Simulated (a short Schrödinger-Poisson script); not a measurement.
**MOS inversion layer, SiO2 on p-type Ge(100)**

System: MOS inversion layer, SiO2 on p-type Ge(100), at 400 K.

```
layer  material  thickness (nm)  Na (cm⁻³)
-----  --------  --------------  ---------
1          SiO2             1.5          -
2            Ge             380     1.2e18
```

The device is made up for the run: typed textbook-type constants, with dimensions and the other settings drawn at random. SiO2: permittivity 3.9, conduction-band edge (eV) 3.1, gap (eV) 9, electron mass (mₑ) 0.5. Ge: permittivity 16, conduction-band edge (eV) 0, gap (eV) 0.664, Nv at 300 K (cm⁻³) 6e18.

Channel valleys (confinement mass, in-plane density-of-states mass, number): L4 0.12, 0.295, 4. At the gate the conduction-band edge of layer 1 lies 2.96 eV − eVg above the Fermi level of the channel; the field vanishes at the back. Gaps are held at their typed values at every temperature. Mesh 0.03 nm at interfaces.

From a short Schrödinger-Poisson script (our own, NumPy): 1D Poisson equation in equilibrium, electrons quantum, Hartree (BenDaniel-Duke, 12 states a valley, the channel's in-plane mass for all, wave functions free to enter the dielectric), parabolic valleys, classical holes, full ionisation, no traps, pinning or gate leakage.

| Vg (V) | electrons (cm⁻²) | C (μF/cm²) | L4 E0 (meV) | L4 E1 (meV) |
|---|---|---|---|---|
| 0 | 2.35e10 | 0.489 | 228.3 | 341.8 |
| 0.05 | 6.28e10 | 0.563 | 194.2 | 311.8 |
| 0.1 | 1.54e11 | 0.718 | 163.1 | 284.5 |
| 0.15 | 3.27e11 | 0.931 | 136.9 | 261.8 |
| 0.2 | 5.89e11 | 1.13 | 116.2 | 244.3 |
| 0.25 | 9.25e11 | 1.29 | 100.2 | 231.3 |
| 0.3 | 1.32e12 | 1.40 | 87.6 | 221.5 |
| 0.35 | 1.75e12 | 1.49 | 77.4 | 213.9 |
| 0.4 | 2.20e12 | 1.55 | 68.9 | 207.9 |
| 0.45 | 2.68e12 | 1.60 | 61.5 | 203.0 |
| 0.5 | 3.18e12 | 1.64 | 55.2 | 199.0 |
| 0.55 | 3.69e12 | 1.67 | 49.5 | 195.7 |
| 0.6 | 4.21e12 | 1.70 | 44.3 | 192.8 |
| 0.65 | 4.74e12 | 1.72 | 39.7 | 190.3 |
| 0.7 | 5.28e12 | 1.74 | 35.4 | 188.2 |
| 0.75 | 5.82e12 | 1.76 | 31.4 | 186.4 |
| 0.8 | 6.37e12 | 1.78 | 27.7 | 184.7 |
| 0.85 | 6.93e12 | 1.79 | 24.2 | 183.3 |
| 0.9 | 7.49e12 | 1.81 | 20.9 | 182.0 |
| 0.95 | 8.05e12 | 1.82 | 17.7 | 180.8 |
| 1 | 8.62e12 | 1.83 | 14.8 | 179.7 |

Subbands count from the Fermi level.

Only the L valleys are kept; under strong confinement the Δ valleys of Ge fill too.
